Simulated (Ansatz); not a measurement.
We consider V2O5 (C2/m, No. 12, 7 atoms in the cell; start mp-720166), described by r²SCAN-D4 in Ansatz (PAW).

Run with plane-wave cutoff 500 eV, 14×14×8 k mesh (along the axes of the cell as run), gaussian smearing 0.02 eV, no spin polarisation, scalar-relativistic PAW data made under PBE.

Cell (relaxed at this level):

```cif
data_O5V2
_chemical_formula_sum 'V2 O5'
_space_group_name_H-M_alt 'P 1'
_space_group_IT_number 1
_cell_length_a 5.68980
_cell_length_b 5.68980
_cell_length_c 5.24898
_cell_angle_alpha 94.263
_cell_angle_beta 94.263
_cell_angle_gamma 29.176
loop_
_space_group_symop_operation_xyz
  'x, y, z'
loop_
_atom_site_label
_atom_site_type_symbol
_atom_site_fract_x
_atom_site_fract_y
_atom_site_fract_z
_atom_site_occupancy
V1 V 0.14285 0.14285 0.36286 1
V2 V 0.85715 0.85715 0.63714 1
O1 O 0.00000 0.00000 0.50000 1
O2 O 0.61769 0.61769 0.16482 1
O3 O 0.38231 0.38231 0.83518 1
O4 O 0.30897 0.30897 0.37001 1
O5 O 0.69103 0.69103 0.62999 1
```

**Question.** What does this level give for the band gap?

**Answer.** 
band gap: 1.64 eV (on the SCF k mesh)

Note: the relaxation could not lower the start's symmetry, so the cell can be a saddle point above a distorted one.

Computed values are for the static lattice.

A start named mp-… is a Materials Project structure, which need not be a measured phase.

Ansatz is a first-principles code.
